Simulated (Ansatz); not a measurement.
# GaN under a change: uniaxial stress, 1 GPa compression along x

Start from GaN in the wurtzite structure (space group P6_3mc, No. 186; a = 3.183 Å, c = 5.184 Å). Axes: x lies along a and z along c of the hexagonal cell.

Now apply this change: uniaxial stress, 1 GPa compression along x, with the cell and atoms free to relax against it.

The values are results of DFT with r2SCAN, PAW potentials and a 500 eV plane-wave cutoff in Ansatz (a quantum-chemistry and plane-wave program), no SOC, not measurements. Γ-centred 12×12×7 mesh, Fermi–Dirac width 0.05 eV.

The volume per atom stays essentially unchanged (11.37 Å³ against 11.35 Å³) and the space group goes from P6_3mc (No. 186) to Cmc2_1 (No. 36). The shortest interatomic distance stays essentially unchanged (1.946 Å against 1.944 Å) and the energy stays essentially unchanged. The band gap is nearly the same (2.35 eV against 2.34 eV) and the gap character is still direct at Γ. The electron mass goes from 0.17 mₑ along c, 0.19 mₑ across (at Γ) to 0.17 mₑ along z, 0.19 mₑ across (at Γ) and the hole mass is 0.18 mₑ along x, 2.2 mₑ along y, 2.0 mₑ along z (at Γ). The valence-band top at Γ (three highest levels, from the VBM) becomes 0.00, -0.03, -0.06 eV (base: 0.00, 0.00, -0.04 eV) and the strain response (xx, yy, zz) is (−0.33, +0.10, +0.05) %.

Final structure:

```
GaN
1.0
    3.17275     0.00000     0.00000
   -1.58638     2.75955     0.00000
    0.00000     0.00000     5.18632
Ga N
2 2
Direct
  0.66654   0.33307   0.00085
  0.33346   0.66693   0.50085
  0.66626   0.33251   0.62435
  0.33374   0.66749   0.12435
```

Effective masses come from finite differences of ±0.01 Å⁻¹. Beyond what the load breaks, stability against distortions was not tested. k-point labels follow each cell's own Brillouin zone.
